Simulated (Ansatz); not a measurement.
Functionals compared on a constructed model of the (111) surface of fcc Al, a pseudomorphic layer of Au in the host's stacking (bottom of the slab: a bare face, its two planes held), in Ansatz (plane waves, PAW). The structure was relaxed with PBE; the other rows are single points on it. Cutoff 420 eV (500 eV for r2SCAN).

Set-up: 7 atoms, 13.8 Å thick at the start with caps and adatoms (thin: gaps and levels are the slab's own); mesh 15x15x1; 0.1 eV smearing; dipole correction on; 2 atoms held, the rest relaxed; start symmetry kept, larger cells not searched; no spin, no spin-orbit, no U. In PBE it is, or lies within 0.01 eV a 1x1 cell of, the lowest of the 2 structures of its composition computed so far; subsurface sites and larger cells were not tried. These notes are the PBE run's.

```
functional  work function of the top face (eV)         rough cost of the single point
----------  ----------------------------------  -------------------------------------
PBE                                       4.85                                      –
RPBE                                      4.68  about 7 core-seconds (a rough figure)
r2SCAN                                       ?                roughly 16 core-seconds
```

Question: Fill in the missing entries.

Answer: 
- r2SCAN, work function of the top face (eV): 4.88

Ansatz is a quantum-chemistry and plane-wave program.
